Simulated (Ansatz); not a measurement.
Given:

End structure of the (21-32) surface of hcp Cd in its 1x1 cell, outermost plane spacing 0.63 Å in the ideal cut (one of several cuts of this face):

```yaml
crystal:
  lattice:
    - [6.46879, 0.00000, 0.00000]
    - [-2.84795, 7.50793, 0.00000]
    - [0.00000, 0.00000, 27.00000]
  atoms:
    - { symbol: Cd, position: [0.12623, 0.00784, 0.29627] }
    - { symbol: Cd, position: [0.72422, 0.06546, 0.33254] }
    - { symbol: Cd, position: [0.20954, 0.37742, 0.31851] }
    - { symbol: Cd, position: [0.82281, 0.44209, 0.36795] }
    - { symbol: Cd, position: [0.30166, 0.74880, 0.34148] }
    - { symbol: Cd, position: [0.89602, 0.81640, 0.39547] }
    - { symbol: Cd, position: [0.37783, 0.13427, 0.39591] }
    - { symbol: Cd, position: [0.97916, 0.19617, 0.43790] }
    - { symbol: Cd, position: [0.45073, 0.51617, 0.42085] }
    - { symbol: Cd, position: [0.06395, 0.57671, 0.47172] }
    - { symbol: Cd, position: [0.53208, 0.88460, 0.45869] }
    - { symbol: Cd, position: [0.13801, 0.94805, 0.50370] }
    - { symbol: Cd, position: [0.61740, 0.26778, 0.49630] }
    - { symbol: Cd, position: [0.22333, 0.33123, 0.54131] }
    - { symbol: Cd, position: [0.69147, 0.63912, 0.52828] }
    - { symbol: Cd, position: [0.30469, 0.69966, 0.57915] }
    - { symbol: Cd, position: [0.77625, 0.01966, 0.56210] }
    - { symbol: Cd, position: [0.37758, 0.08156, 0.60409] }
    - { symbol: Cd, position: [0.85939, 0.39943, 0.60453] }
    - { symbol: Cd, position: [0.45376, 0.46703, 0.65852] }
    - { symbol: Cd, position: [0.93261, 0.77375, 0.63205] }
    - { symbol: Cd, position: [0.54587, 0.83842, 0.68149] }
    - { symbol: Cd, position: [0.03120, 0.15037, 0.66746] }
    - { symbol: Cd, position: [0.62918, 0.20799, 0.70373] }
```

Set-up: 24 atoms, 10.9 Å thick at the start; mesh 6x5x1; 0.1 eV smearing; dipole correction on; single point; on the structure that PBE left under its start's symmetry; no spin, no spin-orbit, no U.

Question: What is the computed surface energy (mean of both faces) (r2SCAN, at the PBE geometry (Ansatz, a program for electronic structure))?

Answer: 41 meV/Å²

Question: Estimate the work function of the top face that r2SCAN, at the PBE geometry returns for this input.

Answer: 3.97 eV
